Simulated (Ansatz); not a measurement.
We consider NaBeH₃ (Pm-3m, No. 221, 5 atoms in the cell; start mp-23729), described by G0W0@PBEsol (plane waves, hard PAW, contour deformation; Ansatz, a first-principles code).

The cell is the one relaxed with PBEsol. Conventional cell: a = 3.3265 Å, b = 3.3265 Å, c = 3.3265 Å, α = 90.00°, β = 90.00°, γ = 90.00°.

The quasiparticle gap at Γ at a fixed k mesh 4×4×4:

| response cutoff | value (eV) |
|---|---|
| 150 eV, 282 empty bands | 5.424 |
| 200 eV, 434 empty bands | 5.462 |
| 250 eV, 607 empty bands | 5.482 |
| 300 eV, 798 empty bands | 5.494 |

### Question
Taking the value to converge with the response cutoff E as E^(−3/2), extrapolate from the last two rows.

### Answer
With y = y∞ + c/w and weights w = 3953 and 5196 for the last two rows, y∞ = (w2 y2 − w1 y1)/(w2 − w1) = (5196 × 5.494 − 3953 × 5.482)/1243 = 5.532 eV, which lies 0.038 beyond the last row. Successive pairs of rows give 5.532, 5.532, 5.532. The limit also hangs on the law assumed, so its last digits aren't firm.

The other settings are not extrapolated, so this is the limit in one setting alone.

At the last cutoff the smallest gap on this mesh is 2.32 eV, with an edge away from Γ.

A start named mp-… is a Materials Project structure, which need not be a measured phase.
